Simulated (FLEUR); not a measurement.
**Equation of state of AlB2-type HfB2 (space group 191): energy against volume (FLEUR, LDA)**

```
HfB2
1.0
    3.01788     0.00000     0.00000
   -1.50894     2.61356     0.00000
    0.00000     0.00000     3.34465
Hf B
1 2
Cartesian
  0.00000   0.00000   0.00000
  1.50894   0.87118   1.67233
  0.00000   1.74237   1.67233
```

Method of the run: LDA (Vosko-Wilk-Nusair), all-electron FLAPW (FLEUR), scalar-relativistic valence in FLEUR. Settings: Kmax = 4.45 1/bohr; GmaxXC = 17.8 1/bohr; xcFunctional = vwn; jspins = 1; l_soc = F; mode = hist; fermiSmearingEnergy = 0.00183747 Htr; mesh (inpgen div1-3) = 22 22 17; inpgen gamma flag = true; Gmax = 17.8 1/bohr; numbands = 0; maxIterBroyd = 99; imix = Anderson; alpha = 0.05; precondParam = 0; minDistance = 1e-05 me/bohr^3. The cell above is the first row's. The rows scale it uniformly. In all rows fractional positions and the k mesh are held. E is the free energy at the stated smearing, counted from the lowest row.

| V (Å^3/atom) | E (meV/atom) |
|---|---|
| 8.7935 | ? |
| 8.9847 | 28.34 |
| 9.1759 | 11.26 |
| 9.3670 | 2.06 |
| 9.5582 | 0.00 |
| 9.7493 | 4.42 |
| 9.9405 | 14.70 |
| 10.1317 | 30.32 |
| 10.3228 | 50.77 |

Q: Using the third-order Birch-Murnaghan form, a cubic in V^(-2/3), estimate the missing E at V = 8.7935 from the other rows, showing the fit.

A: With u = V^(-2/3) - 0.221, the rows have u = 0.010383, 0.007157, 0.004043, 0.001032, -0.001879, -0.004698, -0.007428, -0.010072. Least squares gives E = 0.845 - 1200.31·u + 371817·u² - 112760·u³. Residuals (row less fit): 0.000, 0.002, -0.002, -0.002, 0.006, -0.002, -0.002, 0.001; standard error 0.004 (degrees of freedom: 4). Its minimum lies at u = 0.001615, so V0 = (0.222615)^(-3/2) = 9.521. There d²E/du² = 742500 and d³E/du³ = -676600, so B0 = (4/9) × 9.521^(-7/3) × 742500 × 0.160218 = 275 GPa (the last factor turns the table's units into GPa), and B0' = 4 + (2/3) × 0.222615 × (-676600)/742500 = 3.9. At the withheld row, u = 0.013725, so E = 0.845 - 1200.31 × 0.013725 + 371817 × 0.013725² - 112760 × 0.013725³ = 54.120 meV/atom. The calculation gives 54.12 meV/atom, which the fit meets to the printed digits. The row lies outside the fitted rows, so this is an extrapolation. From the scatter of the fitted rows alone, a prediction at this place has a standard error of 0.012 meV/atom, so the miss is 0.0 times that.

Carrying the step between the two nearest rows on in a straight line would have given 45.42, off by 8.70; series whose last step already gives the withheld value aren't shown. The scan was laid around a cell of about the measured size, scaled by a guess for this functional; axis ratios and inner coordinates come from that cell. The runs keep the symmetry of the cell, so they don't test it for distortions. Values depend on the basis (sphere radii, cutoffs, local orbitals), which need not be converged. Spin-orbit coupling is off. The shape of the cell and the inner coordinates aren't relaxed, so V0 and B0 belong to this uniform scaling; a relaxed crystal lies no higher in energy and is usually softer. Cutoffs and mesh are single choices, not tested for convergence of this quantity. Series with a scatter that would blur these digits, or in which a gap closes, are not shown. Nor are scans whose minimum lies at an end fitted in this form.
